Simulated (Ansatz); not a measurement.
Start from SiS₂ (space group I-42d, No. 122; a = 5.5559 Å, c = 8.6945 Å). Axes: x, y, z lie along a, b, c of the conventional cell.

Level of theory: Ansatz (a program for electronic structure) r2SCAN, no spin-orbit coupling, earlier PAW set.

Base values:

| Property | Result |
|---|---|
| Smallest direct gap | 3.70 eV |
| Electron mass | 0.38 mₑ along c, 0.61 mₑ across (at Γ) |
| Band gap | 3.54 eV |
| Pressure | 0.00 GPa |
| Shortest interatomic distance | 2.138 Å |

Perturbation: strain tensor (xx, yy, zz, yz, xz, xy) = (−1.85, +0.58, +1.92, +2.18, −0.80, −0.64) %, atoms relaxed at fixed cell.

Problem. Predict the new smallest direct gap.

Solution. The smallest direct gap drops by 0.05 eV to 3.65 eV.

Problem. What does the calculation give for the electron mass after the change?

Solution. The electron mass goes from 0.38 mₑ along c, 0.61 mₑ across (at Γ) to 0.39 mₑ along z, 0.59 mₑ across (at Γ).

Problem. What does the calculation give for the band gap after the change?

Solution. The band gap falls by 0.014 eV to 3.52 eV.

Problem. Predict the new pressure.

Solution. The pressure (mean of the normal stresses, compression positive) goes from zero to -0.25 GPa.

Problem. How does this affect the shortest interatomic distance?

Solution. The shortest interatomic distance decreases by 0.006 Å (2.138 Å → 2.132 Å).

Effective masses come from finite differences of ±0.01 Å⁻¹. Stability against distortions was not tested.
